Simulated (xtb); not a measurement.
xtb 6.7.1, GFN1-xTB: In(All)2(F) (C=C[CH2][In]([F])[CH2]C=C), 18 atoms. The geometry is a generated start, not checked to be a minimum at this level.

```json
{
  "method": "GFN1-xTB",
  "--acc": "1 (default)",
  "--etemp (K)": "300 (default)",
  "detailed input (--input)": "none: ANC optimiser, Lindh (1995) Hessian, microcycle=20, maxdispl=1.0, hlow=0.01 (default)",
  "basis_functions": "58",
  "valence_electrons": "44"
}
```

```xyz
18

In    -0.0614     0.6691     0.6981
C      2.0119    -0.1117     1.5758
C      2.1551    -1.5493     1.5053
C      2.6672    -2.2002     0.4579
H      1.9902     0.3085     2.5785
H      2.6553     0.4544     0.9041
H      1.8097    -2.1191     2.3642
H      3.0195    -1.6659    -0.4099
H      2.7644    -3.2725     0.4449
C     -2.2413     0.2756    -0.1907
C     -2.4994     1.3182    -1.1606
C     -2.3035     1.1820    -2.4745
H     -2.8604     0.3119     0.7008
H     -2.1569    -0.7263    -0.6043
H     -2.8633     2.2649    -0.7746
H     -1.9422     0.2548    -2.8969
H     -2.5213     1.9787    -3.1666
F      0.3765     2.6268     0.4485
```

The structure is relaxed from this start with --opt LEVEL for the levels crude, sloppy, loose, lax, normal, tight, vtight, extreme, once each. Up to the end of the extreme run atoms move by at most 2.0 Å along an axis.

### Question
What is the loosest level that ends within 1 meV of the extreme run, and how many cycles does it take?

### Answer
vtight: 203 cycles against 260, ending 0.60 meV above.

```json
[
 {"level": "crude", "cycles": "4", "energy above the extreme run (meV)": "13", "gradient norm (eV/Å)": "0.21"},
 {"level": "sloppy", "cycles": "5", "energy above the extreme run (meV)": "11", "gradient norm (eV/Å)": "0.093"},
 {"level": "loose", "cycles": "6", "energy above the extreme run (meV)": "11", "gradient norm (eV/Å)": "0.088"},
 {"level": "lax", "cycles": "10", "energy above the extreme run (meV)": "8.1", "gradient norm (eV/Å)": "0.061"},
 {"level": "normal", "cycles": "22", "energy above the extreme run (meV)": "5.1", "gradient norm (eV/Å)": "0.025"},
 {"level": "tight", "cycles": "44", "energy above the extreme run (meV)": "3.6", "gradient norm (eV/Å)": "0.0084"},
 {"level": "vtight", "cycles": "203", "energy above the extreme run (meV)": "0.60", "gradient norm (eV/Å)": "0.0028"},
 {"level": "extreme", "cycles": "260", "energy above the extreme run (meV)": "—", "gradient norm (eV/Å)": "0.0020"}
]
```
